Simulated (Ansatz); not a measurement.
**Response to strain in AlN**

Take AlN in the zinc blende structure (space group F-43m, No. 216; a = 4.370 Å) as the base. Axes: x, y, z lie along the cube axes.

Strains are applied to the cell and any free atomic positions relax; under biaxial strain the out-of-plane vector relaxes too.

Computed with r2SCAN/PAW in Ansatz (a quantum-chemistry and plane-wave program), spin-orbit coupling left out.

Notes on the quantities. energy relative to the base: free energy F.

```csv
"biaxial strain, plane normal [001], relaxed out of plane (%)",energy relative to the base (meV/atom)
-3,19.2
-2.5,13.2
-2,8.3
-1.5,4.6
-1,2.0
-0.5,?
0,0.0
```

Q: Fit ΔE = Aε² + Bε³ (ε in %) to the rows shown and predict the withheld row.

A: Least squares on the printed values gives A = 1.96 and B = -0.058 meV/atom (largest residual 0.0 meV/atom); this predicts 0.5 meV/atom, and the run gives 0.5 meV/atom, in agreement.

No phonon test of stability was made. This is not the structure that AlN has at room temperature and ambient pressure.
